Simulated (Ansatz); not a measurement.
Consider the following.

```xyz
2
Lattice="0.0000 2.1116 2.1116 2.1116 0.0000 2.1116 2.1116 2.1116 0.0000" Properties=species:S:1:pos:R:3 pbc="T T T"
Mg     0.0000     0.0000     0.0000
O      2.1116     2.1116     2.1116
```

No spin polarisation.

Level of theory: DFT with PBEsol, PAW potentials and a 420 eV plane-wave cutoff in Ansatz (a first-principles code), no spin-orbit coupling. Γ-centred 13×13×13 mesh, Fermi–Dirac width 0.05 eV.

**Question.** Predict the electron mass, hole mass, band gap and gap character.

**Answer.** The electron mass is 0.34 mₑ (at Γ) and the hole mass (degenerate bands, along [100]) is 0.38, 2.1, 2.1 mₑ (at Γ). The band gap is 4.56 eV and the gap character comes out as direct at Γ.

Load acts through the strain it causes; cell and atoms are relaxed under it. Masses are band curvatures over ±0.01 Å⁻¹ around the edge. Whether these cells are dynamically stable was not tested. The cell was made from MgO in the rock salt structure (space group Fm-3m, No. 225) by this change: pressure −1 GPa.
